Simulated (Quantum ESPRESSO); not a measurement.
Input and output of a self-consistent single point for Cd3In (Pm-3m, 4 atoms in the cell) (Quantum ESPRESSO).

Method of the run: PBEsol, GBRV 1.5 ultrasoft (PBESOL) pseudopotentials (plane waves; Quantum ESPRESSO).

The change in words: lattice scaled by 1.03. Reference geometry:
```yaml
crystal:
  lattice:
    - [4.49661, 0.00000, 0.00000]
    - [0.00000, 4.49661, 0.00000]
    - [0.00000, 0.00000, 4.49661]
  atoms:
    - { symbol: Cd, position: [0.50000, 0.50000, 0.00000] }
    - { symbol: Cd, position: [0.00000, 0.50000, 0.50000] }
    - { symbol: Cd, position: [0.50000, 0.00000, 0.50000] }
    - { symbol: In, position: [0.00000, 0.00000, 0.00000] }
```

Reference input (self-consistent single point, DFT, PBEsol, plane waves, GBRV 1.5 ultrasoft (PBESOL) pseudopotentials): ecutwfc = 40 Ry; ecutrho = 200 Ry; occupations = smearing; smearing = fd; degauss = 0.0073499 Ry; potentials = {Cd: cd_pbesol_v1.uspp.F.UPF, In: in_pbesol_v1.4.uspp.F.UPF}; K_POINTS = automatic 10 10 10 0 0 0; conv_thr = 1e-09 Ry; mixing_beta = 0.7. This run's input differs from it in these lines:

```diff
@@ -10,3 +10,3 @@
  ibrav = 1
- celldm(1) = 8.4973613893
+ celldm(1) = 8.7522816640
  nat = 4
```

Log, with long lists cut:

```
     Self-consistent Calculation

     iteration #  1     ecut=    40.00 Ry     beta= 0.70

     negative rho (up, down):  5.586E-02 0.000E+00

     total energy              =    -475.66215561 Ry
     estimated scf accuracy    <       2.31573538 Ry

     iteration #  2     ecut=    40.00 Ry     beta= 0.70

     negative rho (up, down):  5.999E-02 0.000E+00

     total energy              =    -476.50173903 Ry
     estimated scf accuracy    <       0.70675493 Ry

     iteration #  3     ecut=    40.00 Ry     beta= 0.70

     negative rho (up, down):  6.052E-02 0.000E+00

     total energy              =    -476.61735965 Ry
     estimated scf accuracy    <       0.00693348 Ry

   [... 5 blocks of this kind left out ...]

     iteration #  9     ecut=    40.00 Ry     beta= 0.70

     negative rho (up, down):  6.054E-02 0.000E+00

     total energy              =    -476.62087401 Ry
     estimated scf accuracy    <          8.7E-09 Ry

     iteration # 10     ecut=    40.00 Ry     beta= 0.70

     negative rho (up, down):  6.054E-02 0.000E+00
     End of self-consistent calculation

     the Fermi energy is     9.7588 ev

!    total energy              =    -476.62087402 Ry
     estimated scf accuracy    <          5.2E-10 Ry
     smearing contrib. (-TS)   =      -0.00423570 Ry
     internal energy E=F+TS    =    -476.61663832 Ry

     convergence has been achieved in  10 iterations

     negative rho (up, down):  6.054E-02 0.000E+00

     Forces acting on atoms (cartesian axes, Ry/au):

     atom    1 type  1   force =     0.00000000    0.00000000    0.00000000
   [... zero for the other atoms too ...]

     Total force =     0.000000     Total SCF correction =     0.000000

     negative rho (up, down):  6.054E-02 0.000E+00
          total   stress  (Ry/bohr**3)                   (kbar)     P=      -49.40
  -0.00033584   0.00000000   0.00000000          -49.40        0.00        0.00
   0.00000000  -0.00033584   0.00000000            0.00      -49.40        0.00
   0.00000000   0.00000000  -0.00033584            0.00        0.00      -49.40

   JOB DONE.
```

The run converged in 10 iterations. Against the reference run the free energy goes up by 40.1 meV/atom and the pressure goes from -2.08 to -4.94 GPa.

The starting cell comes from a database of computed structures (which also holds hypothetical and non-ambient phases and stackings), without a prior relaxation at this level. For this run, on top of that: lattice scaled by 1.03.

Cost on one core of a shared machine: roughly 80 s.
